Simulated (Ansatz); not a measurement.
The starting structures come from a database of crystals and need not be the phases stable at ambient conditions.

Inside the gap of an insulator the Bloch states are evanescent, with a wavenumber k + iκ along the transport direction.

Consider the following.

```yaml
crystal:
  lattice:
    - [5.52750, 0.00000, 0.00000]
    - [2.76375, 7.14763, 0.00735]
    - [2.76375, 1.06386, 4.66725]
  atoms:
    - { symbol: K, position: [0.79784, 0.60648, 0.79784] }
    - { symbol: K, position: [0.20216, 0.39352, 0.20216] }
    - { symbol: Pb, position: [0.00000, 0.00000, 0.00000] }
    - { symbol: S, position: [0.59796, 0.20613, 0.59796] }
    - { symbol: S, position: [0.40204, 0.79387, 0.40204] }
    - { symbol: O, position: [0.27820, 0.27986, 0.72097] }
    - { symbol: O, position: [0.72180, 0.72014, 0.27903] }
    - { symbol: O, position: [0.72097, 0.27986, 0.27820] }
    - { symbol: O, position: [0.27903, 0.72014, 0.72180] }
    - { symbol: O, position: [0.72097, 0.27986, 0.72097] }
    - { symbol: O, position: [0.27903, 0.72014, 0.27903] }
    - { symbol: O, position: [0.33099, 0.00703, 0.33099] }
    - { symbol: O, position: [0.66901, 0.99297, 0.66901] }
```

Space group of this cell: R-3m. The cell was relaxed by PBE-D3(BJ); by r2SCAN its mean pressure is -2.8 GPa.

Transport runs along the normal of the first two printed cell vectors, the (101) plane of the conventional cell.

No gap correction and no spin-orbit coupling; mid-gap values are interpolated between computed energies.

Give the band gap and the smallest decay constant κ at mid-gap that Ansatz (a first-principles code) with r2SCAN yields.

Gap 5.09 eV on a 8×8×8 mesh; κ = 0.447 1/Å, at (0.000, 0.500) of the in-plane reciprocal vectors. At the zone centre, at the nearest computed energy, the slowest state has κ = 0.46 1/Å.
